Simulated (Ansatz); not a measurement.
The structure below was relaxed with PBE (Ansatz, a first-principles code; PAW; 420 eV plane waves; no spin-orbit coupling), at pressure 22.5 GPa.

```xyz
2
Lattice="2.9143 0.0000 0.0000 0.0000 2.9143 0.0000 0.0000 0.0000 2.9143" Properties=species:S:1:pos:R:3 pbc="T T T"
Al     1.4572     1.4572     1.4572
Ru     0.0000     0.0000     0.0000
```

Problem. Find the space group and the Wyckoff positions.

Solution. Space group Pm-3m (No. 221); a = 2.914 Å, b = 2.914 Å, c = 2.914 Å, α = 90.00°, β = 90.00°, γ = 90.00°

```json
[
 {"atom": "Al", "site": "1b", "symmetry": "m-3m", "x": "0.5000", "y": "0.5000", "z": "0.5000"},
 {"atom": "Ru", "site": "1a", "symmetry": "m-3m", "x": "0.0000", "y": "0.0000", "z": "0.0000"}
]
```

Problem. Describe the coordination.

Solution. The crystal has 2 atoms in its conventional cell. Conventional cell: a = 2.914 Å, b = 2.914 Å, c = 2.914 Å, α = 90.00°, β = 90.00°, γ = 90.00°. Al is coordinated by 8 Ru at 2.524 Å and 6 Al at 2.914 Å. Ru sees 8 Al at 2.524 Å and 6 Ru at 2.914 Å. (Neighbours: up to the widest gap in distance over summed covalent radii, below 1.35, at either atom.)

Load acts through the strain it causes; cell and atoms are relaxed under it. Stability against distortions was not tested. No other phases were tried under pressure. All final runs are without spin polarisation. The cell was made from AlRu in the CsCl type structure (space group Pm-3m, No. 221) by this change: pressure 22.5 GPa.
